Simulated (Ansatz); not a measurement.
Start from NaCl in the rock salt structure (space group Fm-3m, No. 225; a = 5.608 Å). Axes: x, y, z lie along the cube axes.

Computed with r2SCAN/PAW in Ansatz (a program for electronic structure), no spin-orbit coupling.

Strains are applied to the cell and any free atomic positions relax; under biaxial strain the out-of-plane vector relaxes too; under stress the whole cell relaxes.

One change was made to it. Results:

The valence-band top at Γ (three highest levels, from the VBM) changes from 0.00, 0.00, 0.00 eV to 0.00, 0.00, -0.01 eV; the band gap goes up by 0.02 eV (5.97 eV → 5.99 eV); the gap character remains direct at Γ.

### Question
Which change produced these results?
A) biaxial strain +0.52 %, plane normal [001], relaxed out of plane
B) uniaxial stress, 0.5 GPa compression along z
C) tensor shear ε_xy = −2.47 %

### Answer
B, uniaxial stress, 0.5 GPa compression along z. For comparison, the band gap in the other runs: tensor shear ε_xy = −2.47 % gives 5.86 eV; biaxial strain +0.52 %, plane normal [001], relaxed out of plane gives 5.93 eV.

Stability under load was not tested beyond the relaxation. Labels are those of the standard path for the cell's own space group.
